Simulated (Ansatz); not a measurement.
Results of HSE06 (Ansatz, a program for electronic structure, PAW) for BeS (model structure, started from the rocksalt type, Fm-3m, No. 225, 2 atoms in the cell).

Numerical settings: plane-wave cutoff 520 eV, 10×10×10 k mesh, scalar-relativistic PAW data made under PBE.

Computed at the level's own relaxed cell.

```yaml
crystal:
  lattice:
    - [0.00000, 2.30385, 2.30385]
    - [2.30385, 0.00000, 2.30385]
    - [2.30385, 2.30385, 0.00000]
  atoms:
    - { symbol: S, position: [0.00000, 0.00000, 0.00000] }
    - { symbol: Be, position: [0.50000, 0.50000, 0.50000] }
```

Problem. Give the elastic tensor (Voigt notation, GPa, ions relaxed, in the Cartesian axes of the cell as printed).

Solution. 
```
  188.7    78.8    78.8     0.0     0.0     0.0
   78.8   188.7    78.8     0.0     0.0     0.0
   78.8    78.8   188.7     0.0     0.0     0.0
    0.0     0.0     0.0   123.8     0.0     0.0
    0.0     0.0     0.0     0.0   123.8     0.0
    0.0     0.0     0.0     0.0     0.0   123.8
```

Note: the relaxation could raise the start's symmetry but not lower it, so the cell can be a saddle point.

Static lattice: no zero-point or thermal effects.

A model structure was made by putting elements into a prototype or built by hand; it is no filed structure, need not be a known phase, and can be a saddle point held by its symmetry.
